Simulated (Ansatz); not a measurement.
**Pressure series in CdS**

Consider CdS in the zinc blende structure (space group F-43m, No. 216).

```
CdS
1.0
    0.00000     2.93887     2.93887
    2.93887     0.00000     2.93887
    2.93887     2.93887     0.00000
S Cd
1 1
Direct
  0.25000   0.25000   0.25000
  0.00000   0.00000   0.00000
```

Cell and atoms are relaxed at each pressure.

Level of theory: r2SCAN, PAW, 500 eV (Ansatz, a first-principles code; spin-orbit coupling left out).

Notes on the quantities. hole mass: degenerate bands, along [100]; enthalpy: H = E + PV relative to the base's energy.

```csv
case,shortest interatomic distance,hole mass,band gap,width of the top valence band,enthalpy
base,2.545 Å,"0.16, 0.78, 0.78 mₑ (at Γ)",1.54 eV,2.16 eV,–
pressure −2 GPa,2.575 Å,"0.16, 0.83, 0.83 mₑ (at Γ)",1.46 eV,2.04 eV,-0.32 eV/atom
pressure −1 GPa,2.560 Å,"0.16, 0.81, 0.81 mₑ (at Γ)",1.50 eV,2.10 eV,-0.16 eV/atom
pressure 3 GPa,2.508 Å,"0.17, 0.74, 0.74 mₑ (at Γ)",1.64 eV,2.32 eV,+0.46 eV/atom
pressure 7 GPa,2.467 Å,"0.18, 0.69, 0.69 mₑ (at Γ)",1.75 eV,2.51 eV,+1.06 eV/atom
pressure 15 GPa,2.405 Å,"0.19, 0.62, 0.62 mₑ (at Γ)",1.90 eV,2.82 eV,+2.16 eV/atom
pressure 30 GPa,2.325 Å,"0.20, 0.54, 0.54 mₑ (at Γ)",2.08 eV,3.28 eV,+4.07 eV/atom
pressure 50 GPa,2.253 Å,"0.21, 0.48, 0.48 mₑ (at Γ)",2.21 eV,3.74 eV,+6.37 eV/atom
pressure 75 GPa,2.189 Å,"0.22, 0.43, 0.43 mₑ (at Γ)",2.29 eV,4.20 eV,+8.99 eV/atom
pressure 100 GPa,2.141 Å,"0.23, 0.39, 0.39 mₑ (at Γ)",2.32 eV,4.59 eV,+11.43 eV/atom
```

Load acts through the strain it causes; cell and atoms are relaxed under it. Effective masses come from finite differences of ±0.01 Å⁻¹. No phonon test of stability was made. Tetrahedral semiconductors of this kind turn to denser phases somewhere between about 1 and 50 GPa; those were not computed, so compressed cells here can lie past the real transition.
